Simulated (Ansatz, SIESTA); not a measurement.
# One structure in several programs: SrGe2Ru2 (I4/mmm, 5 atoms in the cell)

Relaxation of cell and atoms.

```
CELL_PARAMETERS angstrom
     -2.15241     2.15241     5.14697
      2.15241    -2.15241     5.14697
      2.15241     2.15241    -5.14697
ATOMIC_POSITIONS crystal
  Sr 0.00000 0.00000 0.00000
  Ge 0.64218 0.64218 0.00000
  Ge 0.35782 0.35782 0.00000
  Ru 0.75000 0.25000 0.50000
  Ru 0.25000 0.75000 0.50000
```

Shared settings, as Ansatz (a first-principles code) writes them: kpoints.mp_grid.grid = 6 6 6; scf.occupations.method = gaussian; scf.occupations.width = 0.0037 Ry. Potentials and cutoffs stand in the table.

```csv
code,model,final volume (Å³/atom),cutoff
SIESTA,"LDA PW92, numerical atomic orbitals TZP, PseudoDojo LDA standard norm-conserving potentials (rewritten from UPF to PSML)",19.00,grid 350 Ry
Ansatz,"LDA (PW92), PAW files made with PBE",18.25,default
```

On Ansatz's run: spin polarisation is off.

The spread over the programs that give each value: final volume within 0.75 Å³/atom.

SIESTA uses small atom-centred bases, whose incompleteness enters pressures, forces and empty levels differently from a plane-wave cutoff. The programs treat the finite-basis stress differently while the cell relaxes: Ansatz adds an estimate of it.

The starting cell comes from a database of computed structures (which also holds hypothetical and non-ambient phases and stackings), without a prior relaxation at this level. Its lattice was rescaled by a random factor within 2.5 % of one.

Keys are those of Ansatz 0.2.
